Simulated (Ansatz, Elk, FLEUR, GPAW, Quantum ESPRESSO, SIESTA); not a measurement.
**FeSb (P6_3/mmc, 4 atoms in the cell) computed with different codes at matched settings**

Self-consistent single point, at a second geometry (lattice scaled by 0.98). First geometry:

```
FeSb
1.0
    4.01481     0.00000     0.00000
   -2.00740     3.47693     0.00000
    0.00000     0.00000     5.01976
Fe Sb
2 2
Cartesian
  0.00000   0.00000   0.00000
  0.00000   0.00000   2.50988
  2.00741   1.15897   1.25494
  0.00000   2.31795   3.76482
```
Moments meant for the start (each program seeds them in its own way; μB, in the order of the atoms Fe Fe Sb Sb): 4.0 4.0 0.0 0.0.

Shared settings, as Ansatz (an electronic-structure program) writes them: kpoints.mp_grid.grid = 6 6 4; scf.occupations.method = gaussian; scf.occupations.width = 0.136 eV. Potentials and cutoffs stand in the table.

| code | model | ΔF from the first geometry (meV/atom) | pressure (GPa) | size of the net moment (μB/atom) | cutoff |
|---|---|---|---|---|---|
| SIESTA | LDA PW92, numerical atomic orbitals DZP, PseudoDojo LDA standard norm-conserving potentials (rewritten from UPF to PSML) | -22.5 | -0.43 | 0.51 | grid 350 Ry |
| GPAW | LDA (Perdew-Wang 92), GPAW PAW datasets LDA (gpaw-data 1.0.1) | -44.6 | -3.91 | 0.45 | 800 eV |
| Quantum ESPRESSO | LDA (PZ), PSlibrary PAW (LDA) pseudopotentials | -43.5 | -3.08 | 0.42 | 55 Ry |
| FLEUR | LDA (Perdew-Zunger), all-electron FLAPW (FLEUR), scalar-relativistic valence | – | – | 0.43 | Kmax 4.1 1/bohr |
| Elk | LDA (PW92), all-electron FP-LAPW, Elk's shipped species files, APW+lo basis with extra local orbitals | – | – | 0.44 | rgkmax 8 |
| Ansatz | LDA (PW92), PAW files made with PBE | -40.5 | -3.09 | 0.45 | default |

A dash marks a value that a program does not give, or that is left out as unsure.

On Ansatz's run: spin-orbit coupling is off. The moments shrank to a small part of their start, a low-spin state that need not be the lowest.

The spread over the programs that give each value: ΔF from the first geometry within 22.1 meV/atom; pressure within 3.48 GPa; size of the net moment within 0.09 μB/atom.

SIESTA uses small atom-centred bases, whose incompleteness enters pressures, forces and empty levels differently from a plane-wave cutoff. FLEUR and Elk treat all electrons, but the usual bases taken here (sphere radii, linearisation, local orbitals, empty states) were not tested for convergence, so the values are no reference for the others. Ansatz's pressure is given at a fixed set of plane waves, as the other plane-wave codes print theirs; with its correction for the finite basis it is -3.02 GPa. The same LDA comes in different parametrisations, which differ slightly. In the pressure, SIESTA (by 2.66) lies more than 1 GPa from the median of the plane-wave programs.

The starting cell comes from a database of computed structures (which also holds hypothetical and non-ambient phases and stackings), without a prior relaxation at this level. For this run, on top of that: lattice scaled by 0.98.

Keys are those of Ansatz 0.2.
